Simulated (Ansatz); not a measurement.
Sr under a change: Sr vacancy

Start from a 12-atom supercell of Sr in the fcc (Cu type) structure (space group Fm-3m, No. 225; a = 6.100 Å) at its relaxed geometry.

It is then changed as follows: one Sr atom is removed, atoms relaxed at fixed cell, starting from a slightly rattled geometry.

The values are results of Kohn–Sham DFT with the r2SCAN functional, run in Ansatz (a program for electronic structure) with PAW and 500 eV plane waves, no SOC, not measurements. Γ-centred 5×4×5 mesh, Fermi–Dirac width 0.05 eV.

The pressure goes from zero to -0.2 GPa and the mean distance from the defect site to its nearest host atoms drops by 0.025 bohr, from 8.15 bohr to 8.13 bohr.

The cell is small, so the values are those of an ordered compound at a high defect concentration; dilute-limit values will differ. The defect cell is not spin-polarised.
